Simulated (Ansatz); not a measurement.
# Si: isotropic strain −1.50 %

Base system: Si in the diamond structure (space group Fd-3m, No. 227; a = 5.434 Å).

Now apply this change: every lattice vector is shortened by 1.50 %, atoms relaxed at fixed cell.

All numbers come from PBEsol (Ansatz, an electronic-structure program, PAW, no spin-orbit coupling). Γ-centred 11×11×11 mesh, Fermi–Dirac width 0.05 eV.

```csv
quantity,base,changed,shift
volume per atom,20.05 Å³,19.17 Å³,-0.889 Å³
shortest interatomic distance,2.353 Å,2.318 Å,-0.035 Å
energy relative to the base (free energy F),0 meV/atom,+12 meV/atom,+12 meV/atom
pressure,-0.01 GPa,4.67 GPa,+4.68 GPa
band gap,0.47 eV,0.38 eV,-0.09 eV
gap character,"indirect, Γ → Γ–X (87 % along)","indirect, Γ → Γ–X (87 % along)",–
smallest direct gap,2.52 eV,2.54 eV,+0.02 eV
mean gap deformation potential ΔEg/Δln V,–,+1.9 eV,–
electron mass,"0.93 mₑ along k, 0.19 mₑ across (off the special points)","0.93 mₑ along k, 0.19 mₑ across (off the special points)",–
"hole mass (degenerate bands, along [100])","0.17, 0.26, 0.26 mₑ (at Γ)","0.18, 0.25, 0.25 mₑ (at Γ)",–
"valley order (the lowest conduction-band minima on the path, energy above the VBM, named in the base's zone)","a point along ⟨100⟩, about 1.0 Å⁻¹ from Γ 0.47 eV; L along ⟨111⟩ 1.46 eV","a point along ⟨100⟩, about 1.0 Å⁻¹ from Γ 0.38 eV; L along ⟨111⟩ 1.62 eV",–
```

Cost of the whole job for the changed cell (relaxation, final SCF and bands): very roughly 5 core-seconds.

Masses are band curvatures over ±0.01 Å⁻¹ around the edge. Along k means along the line from Γ to the band edge. Whether these cells are dynamically stable was not tested.
